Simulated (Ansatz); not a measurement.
The reference is Al in the fcc (Cu type) structure (space group Fm-3m, No. 225; a = 4.015 Å; relaxed with 0.1 eV smearing). Axes: x, y, z lie along the cube axes.

Method: DFT with PBEsol, PAW potentials and a 420 eV plane-wave cutoff in Ansatz (a program for electronic structure), no spin-orbit coupling.

Before the change:

The pressure is 0.0 GPa and the shortest interatomic distance is 2.839 Å.

Perturbation: tensor shear ε_xy = +1.43 % (engineering shear γ = 0.0286), atoms relaxed at fixed cell.

### Question
What happens to the pressure, shortest interatomic distance and energy relative to the base?

### Answer
The pressure (mean of the normal stresses, compression positive) hardly moves (0.0 GPa against 0.1 GPa); the shortest interatomic distance decreases by 0.0406 Å to 2.799 Å; the energy increases by 1.4 meV/atom.

The cells carry an imposed strain or load. Whether these cells are dynamically stable was not tested.
